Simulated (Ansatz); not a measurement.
We consider ZnSe (model structure, started from the BN type, Pm-3n, No. 223, 12 atoms in the cell), described by LDA (Ansatz, a first-principles code, plane waves, PAW).

Settings: plane-wave cutoff 520 eV, 6×6×6 k mesh, Fermi–Dirac smearing 0.01 eV, scalar-relativistic PAW data made under PBE.

Cell (relaxed at this level):

ZnSe is taken in the cubic space group Pm-3n (No. 223), Pearson symbol cP12. Cell: a = b = c = 6.8656 Å, α = β = γ = 90.00°. Zn on 6c is surrounded by 4 Se at 2.427 Å. Se on 6d is coordinated by 4 Zn at 2.427 Å. (Neighbours: up to the widest gap in distance over summed covalent radii, below 1.35, at either atom; cation-cation and far metal-metal contacts left out.)

Question: Predict the band gap.

Answer: 
band gap: 1.19 eV (on the SCF k mesh)

Note: the relaxation could raise the start's symmetry but not lower it, so the cell can be a saddle point.

Spin–orbit coupling is not included.

The result took around 5 core-minutes (rough).

A model structure was made by putting elements into a prototype or built by hand; it is no filed structure, need not be a known phase, and can be a saddle point held by its symmetry.
